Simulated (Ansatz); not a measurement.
System: Ca2Si (Fm-3m, No. 225, 3 atoms in the cell; start mp-1009733). Method: HSE06 (plane waves, PAW; Ansatz, a first-principles code).

Numerical settings: plane-wave cutoff 460 eV, 6×6×6 k mesh, Fermi–Dirac smearing 0.01 eV, scalar-relativistic PAW data made under PBE.

Cell (relaxed with PBEsol):

```yaml
crystal:
  lattice:
    - [0.00000, 3.54600, 3.54600]
    - [3.54600, 0.00000, 3.54600]
    - [3.54600, 3.54600, 0.00000]
  atoms:
    - { symbol: Ca, position: [0.75000, 0.75000, 0.75000] }
    - { symbol: Ca, position: [0.25000, 0.25000, 0.25000] }
    - { symbol: Si, position: [0.00000, 0.00000, 0.00000] }
```

**Question.** Give the computed band gap, smallest direct gap on the k points sampled and Γ–Γ gap.

**Answer.** 
- band gap: 0.99 eV (on the SCF k mesh) (indirect)
- smallest direct gap on the k points sampled: 1.02 eV
- Γ–Γ gap: 2.79 eV

Note: cell and atoms aren't relaxed at this level (pressure 1.4 GPa).

Static lattice: no zero-point or thermal effects.

It cost about 2.7 core-minutes (a rough figure) of CPU time.

A start named mp-… is a Materials Project structure, which need not be a measured phase.
